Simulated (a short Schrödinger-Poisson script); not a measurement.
Stack: symmetric double-gate stack, SiO2 on p-type InP, at 300 K.

```
layer  material  thickness (nm)  Na (cm⁻³)
-----  --------  --------------  ---------
1          SiO2             2.7          -
2           InP               3       3e17
3          SiO2             2.7          -
```

The device is made up for the run: typed textbook-type constants, with dimensions and the other settings drawn at random. SiO2: permittivity 3.9, conduction-band edge (eV) 3.48, gap (eV) 9, electron mass (mₑ) 0.5. InP: permittivity 12.5, conduction-band edge (eV) 0, gap (eV) 1.344, Nv at 300 K (cm⁻³) 1.1e19.

Channel valleys (confinement mass, in-plane density-of-states mass, number): Γ 0.08, 0.08, 1. At the gates, both at one voltage, the conduction-band edge of layer 1 lies 4.01 eV − eVg above the Fermi level of the channel. Gaps are held at their typed values at every temperature. Mesh 0.03 nm at interfaces.

Solved with a short Schrödinger-Poisson script written for these runs: 1D Poisson equation in equilibrium, electrons quantum, Hartree (BenDaniel-Duke, 12 states a valley, the channel's in-plane mass for all, wave functions ending at the dielectric), parabolic valleys, classical holes, full ionisation, no traps, pinning or gate leakage.

The same stack at other levels of the model or other numerical settings:

```
run                                                                  sheet density of all electrons at Vg = 2 V (cm⁻²)  capacitance of both gates at Vg = 2 V (μF/cm²)  gate voltage at 1e11 electrons/cm² (V)  rough cost against the base
-------------------------------------------------------------------  -------------------------------------------------  ----------------------------------------------  --------------------------------------  ---------------------------
base                                                                                                           9.52e12                                            1.62                                    1.02                      about 1
electrons treated as classical, Boltzmann                                                                          [?]                                             [?]                                    0.54                          0.2
electrons treated as classical, Fermi-Dirac                                                                        [?]                                            1.69                                    0.54                          0.4
electrons treated as quantum, Hartree plus LDA exchange-correlation                                            9.95e12                                            1.64                                    1.00                            2
mesh six times as coarse                                                                                       9.53e12                                            1.62                                    1.01                          0.5
one subband a valley                                                                                           9.52e12                                            1.62                                    1.02                          0.6
```

Problem. Fill in the missing entries.

Solution. 
- electrons treated as classical, Boltzmann, sheet density of all electrons at Vg = 2 V (cm⁻²): 2.07e13
- electrons treated as classical, Fermi-Dirac, sheet density of all electrons at Vg = 2 V (cm⁻²): 1.34e13
- electrons treated as classical, Boltzmann, capacitance of both gates at Vg = 2 V (μF/cm²): 2.46

The classical rows ignore confinement, and Boltzmann statistics overrate the density once the band edge passes the Fermi level.

Above a few 1e12 electrons/cm² a light Γ valley is non-parabolic and upper valleys begin to fill, which the model leaves out.
